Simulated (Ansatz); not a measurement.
Worked example: relaxation of the atoms of TiSe (P3m1, 4 atoms in the cell) in Ansatz (a program for electronic structure).

Method of the run: LDA (PW92), default PAW files made with PBE (plane waves; Ansatz).

The change in words: one atom moved by 0.15 angstrom; relax: default → atoms; relax.f_tol: default → 0.01 eV/Å. Reference geometry:
```
CELL_PARAMETERS angstrom
      3.43943     0.00000     0.00000
     -1.71971     2.97863     0.00000
      0.00000     0.00000     6.78543
ATOMIC_POSITIONS crystal
  Ti 0.00000 0.00000 0.00000
  Ti 0.00000 0.00000 0.50000
  Se 0.33333 0.66667 0.25000
  Se 0.66667 0.33333 0.75000
```

Reference input (self-consistent single point, DFT, LDA (PW92), plane waves, default PAW files made with PBE): basis.ecutwfc = 30.9 Ry; kpoints.mp_grid.grid = 11 11 5; hamiltonian.xc = lda; hamiltonian.pseudopotentials = {kind: paw} (the program's default PAW files); scf.occupations.method = gaussian; scf.occupations.width = 0.0073 Ry. This run's input differs from it in these lines:

```diff
@@ -7,3 +7,3 @@
   atoms:
-    - { symbol: Ti, position: [0.00000000, 0.00000000, 0.00000000] }
+    - { symbol: Ti, position: [0.00000000, 0.00000000, 0.02210600] }
     - { symbol: Ti, position: [0.00000000, 0.00000000, 0.50000000] }
@@ -20,2 +20,4 @@
   occupations: { method: gaussian, width: 0.0073 Ry }
+relax:
+  f_tol: 0.01
 output:
```

Output, abridged:

```
   [... SCF lines of the steps left out ...]
relax step   1: F+E_penalty+E_count = -15671.91163100 eV  Δ(F+E_penalty+E_count) = +0.000e0 eV  max|allowed force component| = 1.227e0 eV/Å  Δτ_max = 0.0000 Å  (7 SCF iters, dr2 threshold 2.50e-6 eV, accepted)
relax step   2: F+E_penalty+E_count = -15671.99384363 eV  Δ(F+E_penalty+E_count) = -8.221e-2 eV  max|allowed force component| = 2.822e-1 eV/Å  Δτ_max = 0.1006 Å  (7 SCF iters, dr2 threshold 9.41e-5 eV, accepted)
relax step   3: F+E_penalty+E_count = -15672.00186296 eV  Δ(F+E_penalty+E_count) = -8.019e-3 eV  max|allowed force component| = 4.301e-3 eV/Å  Δτ_max = 0.0272 Å  (6 SCF iters, dr2 threshold 4.98e-6 eV, accepted)
relax step   4: F+E_penalty+E_count = -15672.00186352 eV  Δ(F+E_penalty+E_count) = -5.656e-7 eV  max|allowed force component| = 3.651e-3 eV/Å  Δτ_max = 0.0000 Å  (6 SCF iters, accepted)
the relaxation is at rest under the 6 symmetry operations that the run kept from its start: a minimum is not shown …
Free energy (F): -15672.001864 eV
Internal energy: -15671.987175 eV  (E = F + TS)
E sigma→0 (E₀):  -15671.994519 eV
Entropy (-TS):   -0.014689 eV (-3.672 meV/atom)
Fermi energy:    13.919353 eV
--- Forces (eV/Å), atoms counted from 1 ---
  atom   1  Ti    -0.00000000     0.00000000    -0.00054368
  atom   2  Ti    -0.00000000     0.00000000    -0.00355057
  atom   3  Se     0.00000000    -0.00000000     0.00043297
  atom   4  Se     0.00000000     0.00000000     0.00364787
--- Stress (GPa, compression-positive) ---
       -8.750053       0.000000       0.000000
   [... lines left out ...]
  atoms:
    - { symbol: Ti, position: [-2.4196833658280546e-18, 2.6102722660512472e-33, 0.005535028957727792] }
    - { symbol: Ti, position: [8.143241343790505e-19, 4.630137479298379e-34, 0.5055768212652899] }
    - { symbol: Se, position: [0.33333333333333326, 0.6666666666666664, 0.2555181693997643] }
    - { symbol: Se, position: [0.6666666666666664, 0.3333333333333332, 0.7554759803772175] }
```

The run converged.  The full log also holds: “iter 3 did not close the SCF: its close was put off for the readings that it lacked (scf_convergence_deferred on its scf_iter line)”. The full log also holds: “iter 4 did not close the SCF: its close was put off for the readings that it lacked (scf_convergence_deferred on its scf_iter line)”.

Summary of the result:
```
Item                                                      Value
-----------------------------------------------  --------------
Free energy E − TS (on the zero of these files)  -15672.0019 eV
Fermi level (on the code's own zero)                   13.92 eV
Pressure                                              -8.85 GPa
Largest force (vector length)                        0.004 eV/Å
Relaxation steps                                              4
```

The starting cell comes from a database of computed structures (which also holds hypothetical and non-ambient phases and stackings), without a prior relaxation at this level. Its lattice was rescaled by up to half a per cent. For this run, on top of that: one atom moved by 0.15 angstrom. Spin polarisation is off, so a magnetic state, if there is one, cannot be reached. The relaxation keeps the symmetry of its start, so its end need not be a minimum. Ansatz's pressure includes its estimate of the finite-basis (Pulay) stress.

Cost on one core of a shared machine: roughly 40 s.

Keys are those of Ansatz 0.2.
